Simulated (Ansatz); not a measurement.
System: CdS (Fm-3m, No. 225, 2 atoms in the cell; start mp-370; high-pressure phase). Method: r²SCAN (plane waves, PAW; Ansatz, a program for electronic structure).

Run with plane-wave cutoff 560 eV, 12×12×12 k mesh, Fermi–Dirac smearing 0.01 eV, scalar-relativistic PAW data made under PBE.

Cell (relaxed with PBEsol):

```
CdS
1.0
    0.00000     2.69853     2.69853
    2.69853     0.00000     2.69853
    2.69853     2.69853     0.00000
Cd S
1 1
Direct
  0.00000   0.00000   0.00000
  0.50000   0.50000   0.50000
```

**Question.** Estimate the band gap and smallest direct gap on the k points sampled that the calculation returns.

**Answer.** 
band gap: 0.75 eV
smallest direct gap on the k points sampled: 2.62 eV

Note: cell and atoms aren't relaxed at this level (pressure 2.8 GPa).

Spin–orbit coupling is not included.

The computed numbers hold no vibrational or temperature effects.

Cost on a shared machine: roughly 15 core-seconds.

A start named mp-… is a Materials Project structure, which need not be a measured phase.
